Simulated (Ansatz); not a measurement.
CsPbCl3 (Amm2, No. 38, 10 atoms in the cell; start mp-1539667) was calculated with PBEsol (plane waves, PAW; Ansatz, a quantum-chemistry and plane-wave program).

Numerical settings: plane-wave cutoff 520 eV, 6×4×4 k mesh (along the axes of the cell as run), Fermi–Dirac smearing 0.01 eV, scalar-relativistic PAW data made under PBE.

Cell (relaxed at this level):

```xyz
10
Lattice="5.6890 0.0000 0.0000 0.0000 5.5003 5.5064 0.0000 -5.5003 5.5064" Properties=species:S:1:pos:R:3 pbc="T T T"
Cs     2.8445     0.0000     5.6601
Cs     2.8445     0.0000    -0.1852
Pb     0.0000     2.7175     2.8340
Pb     0.0000    -2.7175     2.8340
Cl     0.0000    -3.4397     5.5791
Cl     0.0000     3.4397     5.5791
Cl     2.8445    -2.8000     2.8266
Cl     2.8445     2.8000     2.8266
Cl     0.0000     0.0000     7.7512
Cl     0.0000     0.0000     3.6322
```

**Question.** What does this level give for the band gap and Γ–Γ gap?

**Answer.** 
- band gap = 2.11 eV (on the SCF k mesh)
- Γ–Γ gap = 3.55 eV

Note: the relaxation could not lower the start's symmetry, so the cell can be a saddle point above a distorted one.

Spin–orbit coupling is not included; with these elements it can move the gap by several tenths of an eV or more.

Static lattice: no zero-point or thermal effects.

A start named mp-… is a Materials Project structure, which need not be a measured phase.
